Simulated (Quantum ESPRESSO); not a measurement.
**Parameter sweep on YMg6Sn (Amm2, 8 atoms in the cell)**

```yaml
crystal:
  lattice:
    - [5.07398, 0.00000, 0.00000]
    - [0.00000, 3.29221, 5.65101]
    - [0.00000, -3.29221, 5.65101]
  atoms:
    - { symbol: Y, position: [0.00000, 0.82871, 0.82871] }
    - { symbol: Mg, position: [0.00000, 0.32546, 0.83378] }
    - { symbol: Mg, position: [0.00000, 0.83378, 0.32546] }
    - { symbol: Mg, position: [0.00000, 0.33573, 0.33573] }
    - { symbol: Mg, position: [0.50000, 0.18114, 0.65916] }
    - { symbol: Mg, position: [0.50000, 0.65916, 0.18114] }
    - { symbol: Mg, position: [0.50000, 0.16803, 0.16803] }
    - { symbol: Sn, position: [0.50000, 0.66798, 0.66798] }
```

Base run A: PBEsol, SSSP 1.1.2 efficiency (PBE) pseudopotentials (Quantum ESPRESSO 7.5), self-consistent single point.

Its settings: ecutwfc = 40 Ry; ecutrho = 320 Ry; occupations = smearing; smearing = marzari-vanderbilt; degauss = 0.0073499 Ry; input_dft = pbesol; potentials = {Y: Y_pbe_v1.uspp.F.UPF, Mg: Mg.pbe-n-kjpaw_psl.0.3.0.UPF, Sn: Sn_pbe_v1.uspp.F.UPF}; K_POINTS = automatic 4 3 3 0 0 0; conv_thr = 1e-10 Ry; mixing_beta = 0.4.

The starting cell comes from a database of computed structures (which also holds hypothetical and non-ambient phases and stackings), without a prior relaxation at this level. Its lattice was rescaled by a random factor within 2.5 % of one.

ΔF is the free energy per atom less that of run A. 

| run | change | ΔF (meV/atom) | pressure (GPa) | largest force (eV/Å) | iterations |
|---|---|---|---|---|---|
| A | base | 0.00 | -0.03 | 0.156 | 13 |
| B | diagonalization: default → cg | 0.00 | -0.03 | 0.156 | 14 |
| C | diagonalization: default → paro | 0.00 | -0.03 | 0.156 | 12 |
| D | diagonalization: default → rmm-davidson | 0.00 | -0.03 | 0.156 | 16 |
| E | diagonalization: default → rmm-paro | 0.00 | -0.03 | 0.156 | 13 |
| F | diago_david_ndim: default → 3 | 0.00 | -0.03 | 0.156 | 12 |
| G | diago_david_ndim: default → 4 | 0.00 | -0.03 | 0.156 | 12 |
| H | diago_full_acc: default → true | 0.00 | -0.03 | 0.156 | 12 |

Runs B, C, D, E, F, G, H ended on the same solution as A (within 1 meV/atom). The fewest iterations to that state were 12 (C, F, G, H); the most were 16.
